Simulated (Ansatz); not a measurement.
# Hypothetical simple cubic Ru, pressure series

The reference is Ru in the simple cubic structure (space group Pm-3m, No. 221; a hypothetical phase, not in the database extracts checked).

```
CELL_PARAMETERS angstrom
      2.51129     0.00000     0.00000
      0.00000     2.51129     0.00000
      0.00000     0.00000     2.51129
ATOMIC_POSITIONS crystal
  Ru 0.00000 0.00000 0.00000
```

Cell and atoms are relaxed at each pressure.

All numbers come from PBE (Ansatz, a quantum-chemistry and plane-wave program, PAW, spin-orbit coupling left out).

| change | density | shortest interatomic distance |
|---|---|---|
| base | 10.60 g/cm³ | 2.511 Å |
| pressure −2 GPa | 10.50 g/cm³ | 2.519 Å |
| pressure −1 GPa | 10.55 g/cm³ | 2.515 Å |
| pressure 0.3 GPa | 10.61 g/cm³ | 2.510 Å |
| pressure 0.7 GPa | 10.63 g/cm³ | 2.509 Å |
| pressure 1.5 GPa | 10.67 g/cm³ | 2.506 Å |
| pressure 3 GPa | 10.74 g/cm³ | 2.500 Å |
| pressure 5 GPa | 10.83 g/cm³ | 2.493 Å |
| pressure 7.5 GPa | 10.94 g/cm³ | 2.485 Å |
| pressure 10 GPa | 11.04 g/cm³ | 2.477 Å |

Load acts through the strain it causes; cell and atoms are relaxed under it. Stability against distortions was not tested. Competing high-pressure phases were not computed. The final runs are not spin-polarised. Ru has a high density of states at the Fermi level and may be magnetic at this level.
